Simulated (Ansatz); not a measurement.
The starting structures come from a database of crystals and need not be the phases stable at ambient conditions.

By LDA, the system below comes out a metal.

Without scattering a metal conducts by its projected Fermi surface.

Data:

```
CELL_PARAMETERS angstrom
      3.35453     0.00000     0.00000
     -1.67727     2.90511     0.00000
      0.00000     0.00000     5.47016
ATOMIC_POSITIONS crystal
  Sb 0.33333 0.66667 0.25000
  Sb 0.66667 0.33333 0.75000
```

Space group of this cell: P6_3/mmc, hcp (Mg type). The cell is taken as given; by LDA its mean pressure is -2.5 GPa.

The current flows along the normal of the first two printed cell vectors, the (001) plane of the conventional cell. No spin-orbit coupling; the value is a mean over 0.1 eV about the Fermi level.

Problem. State the ballistic conductance per area according to LDA in Ansatz (a program for electronic structure).

Solution. 1.2 × 10¹⁵ S/m² for both spins.
